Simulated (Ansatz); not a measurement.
# Effect of uniaxial strain ε_xx = −3.00 % on Ga2O3

Start from Ga$_{2}$O$_{3}$ in the corundum structure (space group R-3c, No. 167; a = 5.000 Å, c = 13.449 Å (hexagonal axes)). Axes: x lies along a and z along c of the hexagonal cell.

Perturbation: the cell is compressed by 3.00 % along x with no lateral relaxation, atoms relaxed at fixed cell.

Level of theory: PBEsol in Ansatz (plane waves to 420 eV, PAW, no spin-orbit coupling). Γ-centred 8×8×8 mesh, Fermi–Dirac width 0.05 eV.

The volume per atom decreases by 0.29 Å³ to 9.42 Å³ and the space group changes from R-3c (No. 167) to C2/c (No. 15). The shortest interatomic distance falls by 0.034 Å (1.931 Å → 1.897 Å) and the energy goes up by 11 meV/atom. The band gap increases by 0.32 eV to 3.02 eV and the gap character is indirect, k = (0, 0.125, -0.125) in the run's primitive reciprocal basis → Γ. The electron mass goes from 0.22 mₑ (at Γ) to 0.24 mₑ (at Γ) and the largest internal atomic displacement is 0.016 Å. The stress (xx, yy, zz, yz, xz, xy; compression positive) amounts to (12.34, 5.90, 4.44, 0.53, 0.00, 0.00) GPa.

Final structure:

```
Ga2O3
1.0
    2.42517     1.44347     4.48293
   -2.42517     1.44347     4.48293
    0.00000    -2.88695     4.48293
Ga O
4 6
Direct
  0.64203   0.64499   0.64767
  0.14499   0.14203   0.14767
  0.35797   0.35501   0.35233
  0.85501   0.85797   0.85233
  0.74996   0.44683   0.05191
  0.05317   0.75004   0.44809
  0.25004   0.55317   0.94809
  0.55441   0.94559   0.25000
  0.94683   0.24996   0.55191
  0.44559   0.05441   0.75000
```

Cost of the whole job for the changed cell (relaxation, final SCF and bands): very roughly 2.3 core-minutes.

Effective masses come from finite differences of ±0.01 Å⁻¹. Whether these cells are dynamically stable was not tested. k-point labels follow each cell's own Brillouin zone.

Ansatz is a first-principles code.
